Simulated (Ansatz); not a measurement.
Base system: TiC in the rock salt structure (space group Fm-3m, No. 225; a = 4.261 Å; relaxed with 0.1 eV smearing). Axes: x, y, z lie along the cube axes.

Computed with plane-wave PAW DFT at the LDA level (Ansatz, a quantum-chemistry and plane-wave program, 420 eV), no spin-orbit coupling.

Strains are applied to the cell and any free atomic positions relax; under biaxial strain the out-of-plane vector relaxes too.

One change was made to it. Results:

```json
[
 {"quantity": "energy relative to the base (free energy F)", "base": "0 meV/atom", "after": "+17 meV/atom"},
 {"quantity": "pressure (mean of the normal stresses, compression positive)", "base": "0.0 GPa", "after": "9.9 GPa"}
]
```

Question: Which change produced these results?
A. biaxial strain +3.00 %, plane normal [001], relaxed out of plane
B. biaxial strain −2.00 %, plane normal [001], relaxed out of plane
C. biaxial strain −1.00 %, plane normal [001], relaxed out of plane
D. biaxial strain +2.50 %, plane normal [001], relaxed out of plane
E. biaxial strain +1.50 %, plane normal [001], relaxed out of plane

Answer: B, biaxial strain −2.00 %, plane normal [001], relaxed out of plane. For comparison, the energy relative to the base in the other runs: biaxial strain +3.00 %, plane normal [001], relaxed out of plane gives +32 meV/atom; biaxial strain −1.00 %, plane normal [001], relaxed out of plane gives +4.1 meV/atom; biaxial strain +2.50 %, plane normal [001], relaxed out of plane gives +23 meV/atom; biaxial strain +1.50 %, plane normal [001], relaxed out of plane gives +8.5 meV/atom.

Whether these cells are dynamically stable was not tested. All final runs are without spin polarisation.
